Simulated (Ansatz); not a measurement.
# CdTe, pressure series

Take CdTe in the zinc blende structure (space group F-43m, No. 216; a = 6.409 Å) as the base.

Cell and atoms are relaxed at each pressure.

The values are results of Kohn–Sham DFT with the LDA functional, run in Ansatz (a first-principles code) with PAW and 420 eV plane waves, no SOC, not measurements.

Candidates:
(a) pressure −1 GPa
(b) pressure 9 GPa
(c) pressure 22.5 GPa

Before the change:

| Item | Value |
|---|---|
| Band gap | 0.61 eV |

Problem. Order them by band gap, lowest first.

Solution. (a) pressure −1 GPa (0.54 eV), (b) pressure 9 GPa (1.05 eV), (c) pressure 22.5 GPa (1.41 eV)

Spin-orbit coupling, missing from the scalar runs, can matter with Te. Load acts through the strain it causes; cell and atoms are relaxed under it. No phonon test of stability was made. Measured, CdTe leaves this structure (for cinnabar) near 3.53 GPa (temperature not stated; as listed in Datta, Sujoy, Jana, Debnarayan, arXiv (2020)), on rising pressure, with hysteresis.
